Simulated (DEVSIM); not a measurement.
System: Schottky contact on n-type GaAs, at 300 K.

```
layer (left to right)  material  thickness (μm)  Nd (cm⁻³)  τn (s)  τp (s)
---------------------  --------  --------------  ---------  ------  ------
1                          GaAs            5.90     1.5e17   3e-10   3e-10
```

Left contact: Schottky, work function 5.17 eV, emission velocity 8e6 cm/s. Right contact: ohmic. Voltage is applied to the left contact. Recombination: SRH at mid-gap, Auger. Mobility is constant in doping.

Constants are typed, rounded textbook-type inputs, not results; the design itself was drawn at random and stands for no fabricated device. Values at 300 K.

| parameter | GaAs |
|---|---|
| gap (eV) | 1.424 |
| affinity (eV) | 4.07 |
| permittivity | 12.9 |
| Nc (cm⁻³) | 4.7e17 |
| Nv (cm⁻³) | 9e18 |
| μn (cm²/Vs) | 8500 |
| μp (cm²/Vs) | 400 |
| Cn (cm⁶/s) | 1e-30 |
| Cp (cm⁶/s) | 1e-30 |

Simulated with DEVSIM: 1D drift-diffusion, Boltzmann statistics, complete ionisation; no tunnelling, impact ionisation, image-force lowering or self-heating. Metal contacts follow the ideal Schottky-Mott rule: no Fermi-level pinning, no interface dipoles.

The metal work function was swept, all else fixed.

```tsv
metal work function (eV)	dark forward voltage at 100 A/cm² (V)	largest field in the device at zero bias (V/cm)	dark forward voltage at 1 A/cm² (V)	potential step across the device at zero bias (V)
5.02	0.726	190000	0.606	0.920
5.07	0.776	200000	0.656	0.970
5.12	0.826	200000	0.706	1.020
5.17	0.876	210000	0.756	1.070
5.22	0.926	210000	0.806	1.120
5.27	0.976	220000	0.856	1.170
5.32	1.026	220000	0.905	1.220
5.37	1.075	230000	0.954	1.270
```

From the first row to the last the dark forward voltage at 100 A/cm² goes from 0.726 to 1.075. From the first row to the last the largest field in the device at zero bias goes from 190000 to 230000.
